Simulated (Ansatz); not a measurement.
Model glasses of amorphous Si3N4, 72 to 78 atoms (Si30N40 before any change). Each row is one cell at a composition chosen by hand, melted whole on the CHGNet potential with the anions pushed apart under 1.9 Å, quenched within some picoseconds, far faster than a real film, and relaxed with PBE, scalar-relativistic without spin-orbit coupling (plane waves to 420 eV, PAW; Ansatz, a quantum-chemistry and plane-wave program). Each is the lower in DFT energy of 2 quenches. Cycles of charging and discharging were tried on the cells ahead of these points, and a cell that came back lower was taken. The column on the box says what of it was relaxed with the atoms; held means as the quench left it. Cells that kept moments or hold spare charge are left out.

At the relaxed places, the spacing of the highest filled and the lowest empty level was computed at the zone centre with PBE and with HSE06, without spin polarisation, or with spin where the moments then died out. A level counts as spread where PBE shares it among more than a fifth of the atoms; else the element of the atom with the largest weight is named. Formal charges balance in every cell (each cation at its usual highest valence, Cu and Ag at +1, Sb at +3, H at +1, O at −2, N at −3, F and Cl at −1). Exact exchange is cut at the faces of these small cells, which leaves the hybrid a finite-size error. Where a level is localised, the spacing isn't the band gap.

```tsv
cell	change	box	highest filled on	lowest empty on	spacing, PBE (eV)	spacing, HSE06 (eV)
Si30N44Ge3	+3 Ge, +4 N	volume and shape	N	Ge	0.55	1.45
Si30N41Sc	+1 N, +1 Sc	volume and shape	N	Si	0.84	1.92
Si30N44Zr3	+4 N, +3 Zr	shape	N	Si	1.61	2.83
Si30N45Nb3	+5 N, +3 Nb	volume and shape	N	Nb	1.76	2.89
Si30N41Ga	+1 Ga, +1 N	shape	N	Si	1.83	3.08
Si30N42Mg3	+3 Mg, +2 N	shape	N	Si	2.04	withheld
Si30N41B	+1 B, +1 N	shape	N	spread	2.28	3.53
Si30N42Be3	+3 Be, +2 N	volume and shape	N	spread	2.50	3.85
```

### Question
Fit a straight line of the last column on the one before it through the 7 full rows, and predict the withheld value for Si30N42Mg3.

### Answer
Means: x = 1.624, y = 2.793. Slope = Σ(Δx Δy) / Σ(Δx²) = 3.6080 / 3.0270 = 1.192; intercept = 2.793 − (1.192) × 1.624 = 0.857 eV; r.m.s. residual 0.052 eV. Prediction: 0.857 + (1.192) × 2.04 = 3.29 eV. The run gave 3.28 eV, a miss of 0.01 eV, within the residual.

In Si30N41Sc, Si30N44Zr3, Si30N41Ga the spacing lies under 0.8 of the table's widest and a localised level on an atom of the host, not next to a guest, bounds it: there a defect of the quenched network is a likely cause.
